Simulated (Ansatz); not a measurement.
# AlAs: alloy series

Base system: AlAs in the zinc blende structure (space group F-43m, No. 216).

```yaml
crystal:
  lattice:
    - [0.00000, 2.83733, 2.83733]
    - [2.83733, 0.00000, 2.83733]
    - [2.83733, 2.83733, 0.00000]
  atoms:
    - { symbol: As, position: [0.75000, 0.75000, 0.75000] }
    - { symbol: Al, position: [0.00000, 0.00000, 0.00000] }
```

The other end (x = 1) is GaAs in the zinc blende structure (space group F-43m, No. 216): 22.65 Å³/atom, gap 0.42 eV.

Ga replaces a fraction x of Al; each row is one arrangement (x, atoms in the cell, starting space group or random), fully relaxed.

Computed with PBEsol (Ansatz, a first-principles code), scalar-relativistic without spin-orbit coupling.

```
Ga fraction x          volume per atom (Å³/atom)
---------------------  -------------------------
0                                         22.842
0.25 (P-4m2, 8 atoms)                     22.801
0.25 (P-43m, 8 atoms)                     22.801
0.25 (Amm2, 8 atoms)                      22.804
0.667 (Imm2, 6 atoms)                          ?
0.75 (Amm2, 8 atoms)                      22.709
1                                         22.652
```

Fit V(x) = (1 − x) V(0) + x V(1) − b x(1 − x) with the ends held (b = 0 is Vegard's rule) to the rows shown and predict the withheld row.

Least squares on the printed values gives b = -0.04 Å³/atom, against 22.715 Å³/atom from the straight line alone (largest residual 0.002 Å³/atom); this predicts 22.725 Å³/atom, and the run gives 22.729 Å³/atom, 0.004 higher.

Each cell is one ordered arrangement of few atoms, which overstates ordering effects compared with a random alloy. Stability against distortions was not tested.
